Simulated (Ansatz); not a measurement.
A computed series for YN: pressure series

Take YN in the rock salt structure (space group Fm-3m, No. 225) as the base.

```cif
data_N4Y4
_chemical_formula_sum 'Y4 N4'
_space_group_name_H-M_alt 'Fm-3m'
_space_group_IT_number 225
_space_group_name_Hall '-F 4 2 3'
_cell_length_a 4.81980
_cell_length_b 4.81980
_cell_length_c 4.81980
_cell_angle_alpha 90.000
_cell_angle_beta 90.000
_cell_angle_gamma 90.000
loop_
_atom_site_label
_atom_site_type_symbol
_atom_site_symmetry_multiplicity
_atom_site_Wyckoff_symbol
_atom_site_fract_x
_atom_site_fract_y
_atom_site_fract_z
_atom_site_occupancy
Y1 Y 4 a 0.00000 0.00000 0.00000 1
N1 N 4 b 0.50000 0.50000 0.50000 1
```
(The calculation used a cell of 2 atoms; values per cell refer to that cell.)

Cell and atoms are relaxed at each pressure.

Computed with LDA (Ansatz, a first-principles code, PAW, without spin-orbit coupling).

```tsv
pressure (GPa)	volume per atom (Å³/atom)
-2	14.153
-1	14.073
0	13.996
0.9	13.928
2.1	13.839
4.5	13.671
9	?
15	13.038
22.5	12.662
```

Fit the third-order Birch–Murnaghan form P(V) = (3B₀/2)[(V₀/V)^(7/3) − (V₀/V)^(5/3)]·[1 + (3/4)(B₀′ − 4)((V₀/V)^(2/3) − 1)] (squares taken in P) to the rows shown and predict the withheld row.

Least squares on the printed values gives V₀ = 13.996 Å³/atom, B₀ = 183 GPa, B₀′ = 4.1; this predicts 13.381 Å³/atom, and the run gives 13.381 Å³/atom, in agreement.

The mesh was chosen for an insulator and is coarse for the gapless case. Load acts through the strain it causes; cell and atoms are relaxed under it. No phonon test of stability was made. No other phases were tried under pressure. All final runs are without spin polarisation.
